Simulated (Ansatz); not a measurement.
Consider AlAs in the zinc blende structure (space group F-43m, No. 216).

```
CELL_PARAMETERS angstrom
      0.00000     2.83735     2.83735
      2.83735     0.00000     2.83735
      2.83735     2.83735     0.00000
ATOMIC_POSITIONS crystal
  As 0.25000 0.25000 0.25000
  Al 0.00000 0.00000 0.00000
```

Cartesian axes are those of the cell as printed.

Calculations: Ansatz (an electronic-structure program), PBEsol, PAW, cutoff 420 eV, scalar-relativistic without spin-orbit coupling.

Perturbation: the cell is compressed by 2.45 % along y with no lateral relaxation; the atoms relax in the strained cell.

### Question
Predict the stress tensor and what it implies for the stiffness.

### Answer
Stress of the strained cell less that of the base (GPa, compression positive):
```
   1.46    0.00    0.00
   0.00    2.69    0.00
   0.00    0.00    1.46
```

Then −Δσ_ii/ε with ε = -0.0245 gives secant stiffness values (nonlinear terms included at this strain): C22 ≈ 110 GPa, C12 ≈ 60 GPa and C23 ≈ 60 GPa.

As a check, the harmonic strain energy −½ V₀ Δσ:ε is 4.7 meV/atom; the computed energy rise is 4.7 meV/atom.

Stability against distortions was not tested.
